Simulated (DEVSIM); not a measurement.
**Schottky contact on n-type GaN**

Structure: Schottky contact on n-type GaN, at 300 K.

```
layer (left to right)  material  thickness (μm)  Nd (cm⁻³)  τn (s)  τp (s)
---------------------  --------  --------------  ---------  ------  ------
1                           GaN           0.540     4.9e15  6.2e-9  1.9e-8
```

Left contact: Schottky, work function 5.41 eV, emission velocity 3.9e6 cm/s. Right contact: ohmic. Voltage is applied to the left contact. Recombination: SRH at mid-gap. Mobility is constant in doping.

Constants are typed, rounded textbook-type inputs, not results; the design itself was drawn at random and stands for no fabricated device. Values at 300 K.

| parameter | GaN |
|---|---|
| gap (eV) | 3.43 |
| affinity (eV) | 4.1 |
| permittivity | 9.5 |
| Nc (cm⁻³) | 2.3e18 |
| Nv (cm⁻³) | 4.6e19 |
| μn (cm²/Vs) | 1200 |
| μp (cm²/Vs) | 100 |

Model (solved in DEVSIM): 1D drift-diffusion, Boltzmann statistics, complete ionisation; no tunnelling, impact ionisation, image-force lowering or self-heating. Metal contacts follow the ideal Schottky-Mott rule: no Fermi-level pinning, no interface dipoles.

```json
{
 "potential_step_across_the_device_at_zero_bias": "1.151 V",
 "largest_field_in_the_device_at_zero_bias": "46000 V/cm",
 "Dark forward voltage at 1 A/cm²": "0.948 V",
 "Dark forward voltage at 100 A/cm²": "1.078 V"
}
```

Dark forward current:

```csv
V (V),J (A/cm²)
0.15,4.3e-14
0.20,3.0e-13
0.25,2.1e-12
0.30,1.4e-11
0.35,9.9e-11
0.40,6.8e-10
0.45,4.7e-9
0.50,3.2e-8
0.55,2.2e-7
0.60,1.5e-6
0.65,1.1e-5
0.70,7.3e-5
0.75,0.00050
0.80,0.0034
0.85,0.023
0.90,0.16
0.95,1.1
1.00,7.1
1.05,43
1.10,200
1.15,580
1.20,1200
1.25,1900
1.30,2600
```

Small-signal capacitance in reverse bias (quasi-static):

| V (V) | C (nF/cm²) |
|---|---|
| -0.04 | 17.2 |
| -0.1 | 16.9 |
| -0.2 | 16.5 |
| -0.3 | 16.2 |
| -0.4 | 16.0 |
| -0.6 | 15.8 |
| -0.8 | 15.7 |
| -1 | 15.6 |
| -1.3 | 15.6 |
| -1.6 | 15.6 |
| -2 | 15.6 |
